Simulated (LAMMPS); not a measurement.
An MD run on Ni (fcc), 2048 atoms, at 780 K and 0 GPa, heated as the crystal.

Level of theory: classical MD, pair style meam, file library.meam (library.meam-Ni) (LAMMPS).

Starting crystal:

```cif
data_Ni4
_chemical_formula_sum 'Ni4'
_space_group_name_H-M_alt 'Fm-3m'
_space_group_IT_number 225
_space_group_name_Hall '-F 4 2 3'
_cell_length_a 3.52000
_cell_length_b 3.52000
_cell_length_c 3.52000
_cell_angle_alpha 90.000
_cell_angle_beta 90.000
_cell_angle_gamma 90.000
loop_
_atom_site_label
_atom_site_type_symbol
_atom_site_symmetry_multiplicity
_atom_site_Wyckoff_symbol
_atom_site_fract_x
_atom_site_fract_y
_atom_site_fract_z
_atom_site_occupancy
Ni1 Ni 4 a 0.00000 0.00000 0.00000 1
```

Problem. What does the simulation give for the state found, the enthalpy per atom, the density, the first peak of g(r)?

Solution. state found: crystal; no diffusion seen in 30 ps; enthalpy per atom: -4.2671 ± 0.0002 eV/atom; density: 8.7942 ± 0.0001 g/cm³; first peak of g(r): 2.50 Å, height 6.6.

Caution: the potential MEAM library.meam-Ni is a first-neighbour MEAM set with a 4 Å cutoff, used here without a parameter file and away from the static properties it was fitted to.
